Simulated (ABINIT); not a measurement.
ABINIT run on Ga (Cmce, 4 atoms in the cell): self-consistent single point.

Method of the run: PBE, PAW (JTH v2.0 PBE PAW) (plane waves; ABINIT).

The change in words: lattice scaled by 0.98. Reference geometry:
```yaml
crystal:
  lattice:
    - [2.23154, -3.82558, 0.00000]
    - [2.23154, 3.82558, 0.00000]
    - [0.00000, 0.00000, 4.58739]
  atoms:
    - { symbol: Ga, position: [0.65570, 0.34430, 0.41540] }
    - { symbol: Ga, position: [0.34430, 0.65570, 0.58460] }
    - { symbol: Ga, position: [0.84430, 0.15570, 0.91540] }
    - { symbol: Ga, position: [0.15570, 0.84430, 0.08460] }
```

Reference input (self-consistent single point, DFT, PBE, plane waves, PAW (JTH v2.0 PBE PAW)): pseudos = [Ga.GGA_PBE-JTH.xml]; ecut = 40 Ry; pawecutdg = 80 Ry; pawxcdev = 0; ixc = 11; occopt = 3; tsmear = 0.136 eV; ngkpt = 6 6 5; nshiftk = 1; shiftk = 0 0 0; potentials = JTH v2.0 PBE PAW; nband = 34. This run's input differs from it in these lines:

```diff
@@ -3,6 +3,6 @@
 pseudos "Ga.GGA_PBE-JTH.xml"
-acell 4.4288647160 4.4288647160 4.5873880000 Angstrom
+acell 4.3402869969 4.3402869969 4.4956400000 Angstrom
 rprim
-         0.5038620827   -0.8637841175    0.0000000000
-         0.5038620827    0.8637841175    0.0000000000
+         0.5038620721   -0.8637841236    0.0000000000
+         0.5038620721    0.8637841236    0.0000000000
          0.0000000000    0.0000000000    1.0000000000
@@ -13,6 +13,6 @@
 xcart
-         4.2169937670   -2.2512053083    3.6010639459
-         4.2169937670    2.2512053083    5.0678430014
-         4.2169937670   -4.9780988288    7.9355174196
-         4.2169937670    4.9780988288    0.7333895277
+         4.1326534003   -2.2061810020    3.5290424786
+         4.1326534003    2.2061810020    4.9664858763
+         4.1326534003   -4.8785364097    7.7768066561
+         4.1326534003    4.8785364097    0.7187216988
 ecut 40 Ry
```

Log, with long lists cut:

```
--- !BeginCycle
solver: {iscf: 17, nstep: 50, nline: 4, wfoptalg: 10, }
tolerances: {tolvrs: 1.00E-12, }
...

     iter   Etot(hartree)      deltaE(h)  residm     nres2
 ETOT  1  -315.73517780447    -3.157E+02 7.654E-01 2.314E+00
 ETOT  2  -316.30675573954    -5.716E-01 8.333E-03 4.099E-01
 ETOT  3  -316.30563903004     1.117E-03 3.238E-03 4.768E-02
 ETOT  4  -316.30553314341     1.059E-04 1.270E-03 5.446E-03
 ETOT  5  -316.30557124153    -3.810E-05 5.254E-04 8.413E-04
   [... 4 lines left out ...]
 ETOT 10  -316.30557265451    -1.709E-10 1.674E-04 3.847E-10
 ETOT 11  -316.30557265451     9.663E-13 2.513E-04 5.413E-11
 ETOT 12  -316.30557265451    -3.240E-12 1.302E-04 2.126E-12
 ETOT 13  -316.30557265451     7.958E-13 1.483E-04 7.135E-13
 At SCF step   13       nres2   =  7.14E-13 < tolvrs=  1.00E-12 =>converged.

 Cartesian components of stress tensor (hartree/bohr^3)
  sigma(1 1)= -2.38171535E-04  sigma(3 2)=  0.00000000E+00
  sigma(2 2)= -2.08315087E-04  sigma(3 1)=  0.00000000E+00
  sigma(3 3)= -1.81615093E-04  sigma(2 1)=  0.00000000E+00

 ----iterations are completed or convergence reached----

 reduced coordinates (array xred) for    4 atoms
       0.655699998275      0.344299997460      0.415399997091
       0.344299997460      0.655699998275      0.584599998537
       0.844299997460      0.155699998275      0.915399997091
       0.155699998275      0.844299997460      0.084599998537
 cartesian forces (eV/Angstrom) at end:
    1     -0.00000000000000     0.03330670708811     0.01816786669966
   [... lines left out ...]
 Fermi (or HOMO) energy (hartree) =   0.20956   Average Vxc (hartree)=  -0.36143
 Fermi (or HOMO) energy (eV) =   5.70251   Average Vxc (eV)=  -9.83490
   [... lines left out ...]
'-kT*entropy'       : -1.77785420772151E-03
total_energy        : -3.16305573073233E+02
total_energy_eV     : -8.60711236595303E+03
...

-Cartesian components of stress tensor (GPa)         [Pressure=  6.1598E+00 GPa]
- sigma(1 1)= -7.00724732E+00  sigma(3 2)=  0.00000000E+00
- sigma(2 2)= -6.12884042E+00  sigma(3 1)=  0.00000000E+00
- sigma(3 3)= -5.34329960E+00  sigma(2 1)=  0.00000000E+00

 Calculation completed.
```

The run converged in 13 iterations. Against the reference run the free energy goes up by 28.5 meV/atom, the pressure goes from 1.99 to 6.16 GPa and the largest force goes from 0.024 to 0.038 eV/Å.

The starting cell comes from a database of computed structures (which also holds hypothetical and non-ambient phases and stackings), without a prior relaxation at this level. Its lattice was rescaled by a random factor within 2.5 % of one. For this run, on top of that: lattice scaled by 0.98. With a pressure of about 6 GPa the cell is away from its equilibrium volume at this level.

Cost on one core of a shared machine: roughly 2 min.
